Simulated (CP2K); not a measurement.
Worked example: self-consistent single point of KCdF3 (Pm-3m, 5 atoms in the cell) in CP2K.

Level of theory: LDA (Pade form), GPW, DZVP-MOLOPT-SR-GTH basis, GTH-PADE potentials (GTH_POTENTIALS) (CP2K).

```yaml
crystal:
  lattice:
    - [4.38209, 0.00000, 0.00000]
    - [0.00000, 4.38209, 0.00000]
    - [0.00000, 0.00000, 4.38209]
  atoms:
    - { symbol: K, position: [0.00000, 0.00000, 0.00000] }
    - { symbol: Cd, position: [0.50000, 0.50000, 0.50000] }
    - { symbol: F, position: [0.00000, 0.50000, 0.50000] }
    - { symbol: F, position: [0.50000, 0.00000, 0.50000] }
    - { symbol: F, position: [0.50000, 0.50000, 0.00000] }
```

Reference input (self-consistent single point, DFT PBEsol, GPW, DZVP-MOLOPT-SR-GTH basis, GTH-PBE potentials (GTH_POTENTIALS)): CUTOFF = 550 Ry; REL_CUTOFF = 60 Ry; SMEAR/METHOD = FERMI_DIRAC; ELECTRONIC_TEMPERATURE = 580.23 K; KPOINTS/SCHEME = MONKHORST-PACK 6 6 6; GAMMA_CENTERED = T; XC_FUNCTIONAL = PBE:PBESOL; K/BASIS_SET = DZVP-MOLOPT-SR-GTH-q9; K/POTENTIAL = GTH-PBE-q9; Cd/BASIS_SET = DZVP-MOLOPT-SR-GTH-q12; Cd/POTENTIAL = GTH-PBE-q12; F/BASIS_SET = DZVP-MOLOPT-SR-GTH-q7. This run's input differs from it in these lines:

```diff
@@ -44,6 +44,3 @@
     &XC
-      &XC_FUNCTIONAL
-        &PBE
-          PARAMETRIZATION PBESOL
-        &END PBE
+      &XC_FUNCTIONAL PADE
       &END XC_FUNCTIONAL
@@ -81,3 +78,3 @@
       BASIS_SET DZVP-MOLOPT-SR-GTH-q9
-      POTENTIAL GTH-PBE-q9
+      POTENTIAL GTH-PADE-q9
     &END KIND
@@ -85,3 +82,3 @@
       BASIS_SET DZVP-MOLOPT-SR-GTH-q12
-      POTENTIAL GTH-PBE-q12
+      POTENTIAL GTH-PADE-q12
     &END KIND
@@ -89,3 +86,3 @@
       BASIS_SET DZVP-MOLOPT-SR-GTH-q7
-      POTENTIAL GTH-PBE-q7
+      POTENTIAL GTH-PADE-q7
     &END KIND
```

Log, with long lists cut:

```
 SCF WAVEFUNCTION OPTIMIZATION

  Step     Update method      Time    Convergence         Total energy    Change
     1 NoMix/Diag. 0.20E+00      -     1.81920932      -147.0697646590 -1.47E+02
     2 Broy./Diag. 0.20E+00      -     0.02520649      -143.4854383863  3.58E+00
     3 Broy./Diag. 0.20E+00      -     0.06129322      -145.6675099194 -2.18E+00
     4 Broy./Diag. 0.20E+00      -     0.01597566      -147.4771955197 -1.81E+00
     5 Broy./Diag. 0.20E+00      -     0.02494450      -146.7860907997  6.91E-01
     6 Broy./Diag. 0.20E+00      -     0.00328911      -147.1725593769 -3.86E-01
   [... 10 lines left out ...]
    17 Broy./Diag. 0.20E+00      -     0.00000473      -147.1152057868 -4.46E-05
    18 Broy./Diag. 0.20E+00      -     0.00000148      -147.1151835920  2.22E-05
    19 Broy./Diag. 0.20E+00      -     0.00000202      -147.1151564753  2.71E-05
    20 Broy./Diag. 0.20E+00      -     0.00000008      -147.1151483202  8.16E-06
  *** SCF run converged in    20 steps ***

  Overlap energy of the core charge distribution:               0.00000000032025
  Self energy of the core charge distribution:               -320.74492950405204
  Core Hamiltonian energy:                                     91.23361146584543
  Hartree energy:                                             106.93485652809775
  Exchange-correlation energy:                                -24.53868681037837
  Electronic entropic energy:                                  -0.00000000000003
  Fermi energy:                                                 0.10032396648024

  Total energy:                                              -147.11514832016701
  Total energy (extrapolated to T->0):                       -147.11514832016698

                     Mulliken Population Analysis

   [... lines left out ...]

 STRESS| Analytical stress tensor [bar]
 STRESS|                        x                   y                   z
 STRESS|      x       -1.98344764465E+04   1.12927232249E-04   1.12928317571E-04
 STRESS|      y        1.12927232249E-04  -1.98345176002E+04   1.12928320414E-04
 STRESS|      z        1.12928317571E-04   1.12928320414E-04  -1.98344764466E+04
 STRESS| 1/3 Trace                                            -1.98344901645E+04
```

The run converged in 20 iterations. Against the reference run the pressure goes from 1.80 to -1.98 GPa and the gap on the mesh goes from 2.845 to 2.713 eV.

The starting cell comes from a database of computed structures (which also holds hypothetical and non-ambient phases and stackings), without a prior relaxation at this level. Values carry the incompleteness of an atom-centred basis.
